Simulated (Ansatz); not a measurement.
Base system: HgTe in the zinc blende structure (space group F-43m, No. 216; a = 6.5098 Å). Axes: x, y, z lie along the cube axes.

Method: PBEsol, PAW, 420 eV (Ansatz, an electronic-structure program; no SOC).

For the base:

- Pressure = 0.0 GPa
- Shortest interatomic distance = 2.819 Å

It is then changed as follows: compressive biaxial strain of 2.50 % in the plane normal to [001], as in epitaxy on a mismatched substrate; the out-of-plane cell vector and the atoms relax.

Q: What happens to the pressure, shortest interatomic distance and energy relative to the base?

A: The pressure (mean of the normal stresses, compression positive) goes from zero to 0.7 GPa; the shortest interatomic distance shrinks by 0.0134 Å (2.819 Å → 2.805 Å); the energy goes up by 5.4 meV/atom.

The mesh was chosen for an insulator and is coarse for the gapless case. Stability against distortions was not tested. All final runs are without spin polarisation.
